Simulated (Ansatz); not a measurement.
For TiO2 (I4₁/amd, No. 141, 6 atoms in the cell; start mp-34688; metastable phase), LDA (Ansatz, a program for electronic structure, plane waves, PAW) gives:

```
Quantity                   Result
-------------------  ------------
lattice parameter a       3.740 Å
lattice parameter c       9.455 Å
cohesive energy      8.10 eV/atom
band gap                  2.09 eV
```

**Question.** What does r²SCAN+rVV10 (Ansatz, PAW) give for the same quantities?

**Answer.** 
- lattice constant a: 3.775 Å (rises by 0.9 %)
- lattice parameter c: 9.530 Å (goes up by 0.8 %)
- cohesive energy: 6.91 eV/atom (shrinks by 1.19 eV/atom)
- band gap: 2.51 eV (goes up by 0.42 eV)

Changes are worked out from the printed values.

Unless a cell is named, each level is at its own relaxed cell (LDA 11.02, r²SCAN+rVV10 11.32 Å³/atom).

Density-functional gaps are differences of (generalised) Kohn–Sham levels.

Caveats: the relaxation could not lower the start's symmetry, so the cell can be a saddle point above a distorted one (LDA, r²SCAN+rVV10). Ansatz's density-functional and Hartree–Fock values are scalar-relativistic unless marked +SOC, with PAW data made under PBE.

A start named mp-… is a Materials Project structure, which need not be a measured phase.
